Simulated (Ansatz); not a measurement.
We consider cubic perovskite CsSnI₃ (cubic high-temperature phase), described by Hartree–Fock (Ansatz, a quantum-chemistry and plane-wave program, plane waves, PAW).

Input file:

Ansatz 0.2 input:
```yaml
crystal:
  lattice:
    - [6.219, 0.0, 0.0]
    - [0.0, 6.219, 0.0]
    - [0.0, 0.0, 6.219]
  atoms:
    - { symbol: Cs, position: [0.0, 0.0, 0.0] }
    - { symbol: Sn, position: [0.5, 0.5, 0.5] }
    - { symbol: I, position: [0.5, 0.0, 0.5] }
    - { symbol: I, position: [0.0, 0.5, 0.5] }
    - { symbol: I, position: [0.5, 0.5, 0.0] }
basis:
  ecutwfc: 460
  ecutrho_ratio: 4
  xc_grid: 2
kpoints:
  mp_grid: { grid: [4, 4, 4] }
hamiltonian:
  xc: hf
  dispersion: none
  pseudopotentials: { kind: paw }
scf:
  occupations: { method: fermi_dirac, width: 0.01 }
  convergence: { dr2_threshold: 0.0000000005 }
output:
  forces: true
  stress: true
  eigenvalues: true
```

Output (set-up and result lines):

```
WARN output.stress: scf.exx.energy_threshold = 1e-6 eV is looser than the 5e-8 eV advised for a stress under a hybrid functional (1e-8 eV for each atom of the …
Crystal: 5 atoms, lattice volume = 240.526 Å³
Basis set: ecut = 460 eV, 5449 PW (Γ), exchange–correlation on 90×90×90 points (8 copies of the dense FFT grid, shifted against one another)
Bands: 45, of which v1, the nominal top of the filled ones, is band 37 counted from 1 (36 counted from 0)
Symmetry: 48 space group operations
Space group: Pm-3m (ITA 221), of the structure as read, at distance tolerance 6.2e-5 Å
k-points: 10 of 64
Functional: x = pbe(κ = 0.804, μ = 0.2195149727645171), c = none, warm-up for x = 0 pbe(κ = 0.804, μ = 0.2195149727645171) + 1 exact, c = none
SCF iter   1: F=—  HF=-33850.776465 eV  |F-HF|=—  |Δ(HF+E_count)|=         —  Δρ=4.52e-3  dr2=5.78e-2
SCF iter   2: F=—  HF=-33850.749184 eV  |F-HF|=—  |Δ(HF+E_count)|=   2.73e-2  Δρ=1.20e-3  dr2=3.02e-3
  ...
Crystal: 5 atoms, lattice volume = 240.526 Å³
Initial density: handed on by an earlier stage of this run
Functional: x = 0 pbe(κ = 0.804, μ = 0.2195149727645171) + 1 exact, c = none
Crystal: 5 atoms, lattice volume = 240.526 Å³
Crystal: 5 atoms, lattice volume = 240.526 Å³
Crystal: 5 atoms, lattice volume = 240.526 Å³
SCF iter   3: F=—  HF=-33927.192355 eV  |F-HF|=—  |Δ(HF+E_count)|=   5.11e-9  Δρ=4.36e-7  dr2=1.09e-9
SCF iter   4: F=-33927.192355 eV  HF=-33927.192355 eV  |F-HF|=8.73e-11  |Δ(HF+E_count)|=  3.20e-10  Δρ=1.87e-7  dr2=1.20e-10
SCF 5 converged in 4 iterations: F = -33927.192355 eV  dr2 = 1.20e-10
Free energy (F): -33927.192355 eV
Internal energy: -33927.192355 eV  (E = F + TS)
E sigma→0 (E₀):  -33927.192355 eV
Fermi energy:    6.557668 eV
--- Forces (eV/Å), atoms counted from 1 ---
  atom   1  Cs    -0.00000000     0.00000000    -0.00000000
  atom   2  Sn    -0.00000000    -0.00000000     0.00000000
  atom   3  I     -0.00000000     0.00000000    -0.00000000
  atom   4  I     -0.00000000     0.00000000     0.00000000
  atom   5  I     -0.00000000     0.00000000     0.00000000
--- Stress (GPa, compression-positive) ---
        3.008556       0.000000       0.000000
       -0.000000       3.008556       0.000000
        0.000000       0.000000       3.008556
  P = ⅓ Tr σ = 3.0086 GPa (30.086 kbar)
```

The PAW data were made under PBE.

Note: held by symmetry at 0 K, a high-temperature phase can be a saddle point. Note: cell and atoms aren't relaxed at this level (pressure 3.0 GPa).
